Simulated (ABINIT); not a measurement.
Input and output of a self-consistent single point for MnAu2 (I4/mmm, 3 atoms in the cell) (ABINIT)

Method: LDA (PW92), PAW (JTH v2.0 LDA PAW) (plane waves; ABINIT).

This input was run:

```
# MnAu2, JTH v2.0 LDA PAW
pp_dirpath "./"
pseudos "Mn.LDA_PW-JTH.xml, Au.LDA_PW-JTH.xml"
acell 9.2790172042 9.2790172042 9.2790172042
rprim
        -0.3424473097    0.3424473097    0.8749055264
         0.3424473097   -0.3424473097    0.8749055264
         0.3424473097    0.3424473097   -0.8749055264
natom 3
ntypat 2
znucl 25 79
typat 1 2 2
xred
         0.0000000000    0.0000000000    0.0000000000
         0.3500000000    0.3500000000    0.0000000000
         0.6500000000    0.6500000000    0.0000000000
ecut 816 eV
pawecutdg 1633 eV
pawovlp -1
pawxcdev 0
nsppol 2
spinat
      0 0 4
      0 0 0
      0 0 0
occopt 7
tsmear 0.05 eV
nband 28
kptopt 1
ngkpt 6 6 6
nshiftk 1
shiftk 0 0 0
nstep 100
tolvrs 1.0e-11
prtwf 0
prtden 0
prtvol 1
enunit 2
```

Output, abridged:

```
 Symmetries : space group I4/m m m (#139); Bravais tI (body-center tetrag.)

 -outvars: echo values of preprocessed input variables --------
            acell      9.2790172042E+00  9.2790172042E+00  9.2790172042E+00 Bohr
             ecut      2.99874495E+01 Hartree
           enunit           2
              ixc       -1012
         kptrlatt        6    0    0      0    6    0      0    0    6
          kptrlen      3.81308937E+01
            natom           3
            nband          28
            ngfft          48      48      48
          ngfftdg          72      72      72
             nkpt          30
           nspden           2
           nsppol           2
            nstep         100
             nsym          16
           ntypat           2
           occopt           7
        pawecutdg      6.00116484E+01 Hartree
          pawovlp     -1.0000000000E+00
         pawxcdev           0
            rprim     -3.4244730970E-01  3.4244730970E-01  8.7490552640E-01
                       3.4244730970E-01 -3.4244730970E-01  8.7490552640E-01
                       3.4244730970E-01  3.4244730970E-01 -8.7490552640E-01
          spgroup         139
           spinat      0.0000000000E+00  0.0000000000E+00  4.0000000000E+00
                       0.0000000000E+00  0.0000000000E+00  0.0000000000E+00
                       0.0000000000E+00  0.0000000000E+00  0.0000000000E+00
           tolvrs      1.00000000E-11
           tsmear      1.83746627E-03 Hartree
            typat      1  2  2
           useylm           1
             xred      0.0000000000E+00  0.0000000000E+00  0.0000000000E+00
                       3.5000000000E-01  3.5000000000E-01  0.0000000000E+00
                       6.5000000000E-01  6.5000000000E-01  0.0000000000E+00
            znucl       25.00000   79.00000

== DATASET  1 ==================================================================

 Real(R)+Recip(G) space primitive vectors, cartesian coordinates (Bohr,Bohr^-1):
 R(1)= -3.1775745  3.1775745  8.1182634  G(1)=  0.0000000  0.1573527  0.0615895
 R(2)=  3.1775745 -3.1775745  8.1182634  G(2)=  0.1573527  0.0000000  0.0615895
 R(3)=  3.1775745  3.1775745 -8.1182634  G(3)=  0.1573527  0.1573527  0.0000000
 Unit cell volume ucvol=  3.2787976E+02 bohr^3
 Angles (23,13,12)=  1.39947905E+02  1.39947905E+02  5.79324066E+01 degrees

 Coarse grid specifications (used for wave-functions):

 getcut: wavevector=  0.0000  0.0000  0.0000  ngfft=  48  48  48
         ecut(hartree)=     29.987   => boxcut(ratio)=   2.09987

 Fine grid specifications (used for densities):

 getcut: wavevector=  0.0000  0.0000  0.0000  ngfft=  72  72  72
         ecut(hartree)=     60.012   => boxcut(ratio)=   2.22602

   3.60138097E+03                                ecore*ucvol(ha*bohr**3)

_setup2: Arith. and geom. avg. npw (full set) are    2570.894    2570.872
--- !BeginCycle
solver: {iscf: 17, nstep: 100, nline: 4, wfoptalg: 10, }
tolerances: {tolvrs: 1.00E-11, }
...

     iter   Etot(hartree)     deltaE(h) residm    nres2    magn
 ETOT  1  -171.05202189412    -1.71E+02 7.64E+00 1.31E+03 1.935
 ETOT  2  -175.75876980266    -4.71E+00 8.55E-02 5.01E+03 0.473
 ETOT  3  -173.64584101508     2.11E+00 2.17E-01 1.22E+02 3.443
 ETOT  4  -173.58008592644     6.58E-02 6.75E-02 1.74E+02 3.420
 ETOT  5  -173.56615277579     1.39E-02 2.69E-02 1.52E+01 3.724
 ETOT  6  -173.57679372503    -1.06E-02 1.59E-02 2.83E+01 3.768
   [... 15 lines left out ...]
 ETOT 22  -173.57474159965    -3.10E-12 5.84E-04 1.20E-09 3.875
 ETOT 23  -173.57474159966    -4.92E-12 2.26E-04 2.14E-10 3.875
 ETOT 24  -173.57474159966    -3.33E-12 5.27E-04 3.20E-11 3.875
 ETOT 25  -173.57474159966     2.56E-12 2.08E-04 2.95E-11 3.875
 ETOT 26  -173.57474159966     1.22E-12 4.63E-04 2.22E-12 3.875
 At SCF step   26       nres2   =  2.22E-12 < tolvrs=  1.00E-11 =>converged.

 Cartesian components of stress tensor (hartree/bohr^3)
  sigma(1 1)=  2.41098952E-04  sigma(3 2)=  0.00000000E+00
  sigma(2 2)=  2.41098952E-04  sigma(3 1)=  0.00000000E+00
  sigma(3 3)= -6.16313919E-05  sigma(2 1)=  0.00000000E+00

 Integrated electronic and magnetization densities in atomic spheres:
 Radius=ratsph(iatom), smearing ratsm=  0.0000. Diff(up-dn)=approximate z local magnetic moment.
 Atom    Radius    up_density   dn_density  Total(up+dn)  Diff(up-dn)
    1   2.11192     8.341355     4.756340     13.097694     3.585015
    2   2.50870     4.817968     4.760582      9.578551     0.057386
    3   2.50870     4.817968     4.760582      9.578551     0.057386
  Sum:             17.977291    14.277505     32.254796     3.699786
 Total magnetization (from the atomic spheres):             3.699786
 Total magnetization (exact up - dn):                       3.874520

 ----iterations are completed or convergence reached----

 reduced coordinates (array xred) for    3 atoms
       0.000000000000      0.000000000000      0.000000000000
       0.350000000000      0.350000000000      0.000000000000
       0.650000000000      0.650000000000      0.000000000000
 cartesian forces (eV/Angstrom) at end:
    1     -0.00000000000000    -0.00000000000000    -0.00000000000000
    2      0.00000000000000    -0.00000000000000    -1.93459362118276
    3     -0.00000000000000     0.00000000000000     1.93459362118276
 frms,max,avg= 9.1197618E-01 1.9345936E+00   0.000E+00  0.000E+00  0.000E+00 e/A
 length scales=  9.279017204200  9.279017204200  9.279017204200 bohr
              =  4.910244422577  4.910244422577  4.910244422577 angstroms
 Fermi (or HOMO) energy (hartree) =   0.28929   Average Vxc (hartree)=  -0.43855
 Magnetization (Bohr magneton)=  3.87451570E+00
 Total spin up =  2.04372579E+01   Total spin down =  1.65627421E+01
 Eigenvalues (hartree) for nkpt=  30  k points, SPIN UP:
 kpt#   1, nband= 28, wtk=  0.00463, kpt=  0.0000  0.0000  0.0000 (reduced coord)
  -2.66632   -1.53145   -1.53145   -1.52974   -0.06973    0.07551    0.07697    0.08537
   [... lines left out ...]
 Fermi (or HOMO) energy (eV) =   7.87199   Average Vxc (eV)= -11.93350
   [... lines left out ...]
 prteigrs : prtvol=0 or 1, do not print more k-points.

 Eigenvalues (   eV  ) for nkpt=  30  k points, SPIN DOWN:
 kpt#   1, nband= 28, wtk=  0.00463, kpt=  0.0000  0.0000  0.0000 (reduced coord)
 -68.69239  -37.91282  -37.91282  -37.88814   -1.67944    2.12150    2.17176    2.48285
   2.75974    3.01071    3.34454    3.34454    3.63566    3.63566    4.67397    6.72390
   8.46545    8.46545    8.70781    9.38458   11.11892   11.63365   17.54164   17.54164
  17.95455   17.95455   18.64455   20.18565
 prteigrs : prtvol=0 or 1, do not print more k-points.

--- !EnergyTerms
comment             : Components of total free energy in Hartree
kinetic             :  3.07502519238392E+01
hartree             :  3.36297435825047E+01
xc                  : -9.72598874440341E+00
Ewald energy        : -1.38254827094104E+02
psp_core            :  1.09838465583949E+01
local_psp           : -9.75807101191336E+01
spherical_terms     : -3.37697209250273E+00
internal            : -1.73574655985405E+02
'-kT*entropy'       : -8.62493744362909E-05
total_energy        : -1.73574742234779E+02
total_energy_eV     : -4.72320893935113E+03
...

-Cartesian components of stress tensor (GPa)         [Pressure= -4.1245E+00 GPa]
- sigma(1 1)=  7.09337488E+00  sigma(3 2)=  0.00000000E+00
- sigma(2 2)=  7.09337488E+00  sigma(3 1)=  0.00000000E+00
- sigma(3 3)= -1.81325785E+00  sigma(2 1)=  0.00000000E+00

 Calculation completed.
```

The run converged in 26 iterations.

The starting cell comes from a database of published, mostly measured structures (it also holds non-ambient and calculated ones), without a prior relaxation at this level. With one magnetic atom in the cell only a parallel order is possible. With a pressure of about -4 GPa the cell is away from its equilibrium volume at this level. Forces in this geometry exceed 1 eV/Å.

Cost on one core of a shared machine: roughly 20 min.
